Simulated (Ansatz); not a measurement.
The parent structure is ZnGeP2 in the chalcopyrite structure (space group I-42d, No. 122).

```
ZnGeP2
1.0
   -2.74995     2.74995     5.42237
    2.74995    -2.74995     5.42237
    2.74995     2.74995    -5.42237
Zn Ge P
2 2 4
Cartesian
  0.00000   0.00000   0.00000
  0.00000   2.74995   2.71118
  0.00000   0.00000   5.42237
  2.74995   0.00000   2.71118
  1.35638   1.37497   6.77796
  1.37497  -1.35638   4.06678
  1.39356   1.37497   1.35559
  1.37497   4.10633  -1.35559
```

The values are results of PBE (Ansatz, a quantum-chemistry and plane-wave program; PAW; 420 eV plane waves; without spin-orbit coupling), not measurements.

Before the change:

```
Property     Value
--------  --------
Pressure  0.00 GPa
```

Perturbation: every lattice vector is stretched by 1.50 %, atoms relaxed at fixed cell.

Estimate the effect on the energy relative to the base.

The energy goes up by 9.1 meV/atom.

Estimate the effect on the pressure.

The pressure (mean of the normal stresses, compression positive) goes from zero to -2.99 GPa.

The cells carry an imposed strain or load. Stability against distortions was not tested.
